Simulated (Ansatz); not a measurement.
Results of PBE0 (Ansatz, a quantum-chemistry and plane-wave program, PAW) for BaZrS₃ (Pnma, No. 62; cell taken from a computed entry).

Settings: plane-wave cutoff 460 eV, 4×2×4 k mesh (along the axes of the cell as run), Fermi–Dirac smearing 0.01 eV, scalar-relativistic PAW data made under PBE.

Cell (relaxed with PBEsol):

BaZrS3 is taken in the orthorhombic space group Pnma (No. 62), Pearson symbol oP20. Cell: a = 7.0730 Å, b = 9.9111 Å, c = 6.9218 Å, α = 90.00°, β = 90.00°, γ = 90.00°. Ba on 4c has 12 S at 3.123–4.289 Å. Zr on 4b is coordinated by 6 S at 2.519–2.538 Å (octahedral). S1 on 4c has 2 Zr at 2.519 Å and 2 Ba at 3.123–3.158 Å and 2 Ba at 3.851–3.997 Å. S2 on 8d has 2 Zr at 2.526–2.538 Å and 1 Ba at 3.136 Å and 2 Ba at 3.341–3.381 Å and 1 Ba at 4.289 Å. (Neighbours: up to the widest gap in distance over summed covalent radii, below 1.35, at either atom; cation-cation and far metal-metal contacts left out.)

**Question.** Predict the band gap.

**Answer.** 
* **band gap**: 2.44 eV (on the SCF k mesh)

Note: cell and atoms aren't relaxed at this level (pressure 2.1 GPa).

Spin–orbit coupling is not included.

The computed numbers hold no vibrational or temperature effects.

Computing time: roughly 40 core-minutes.
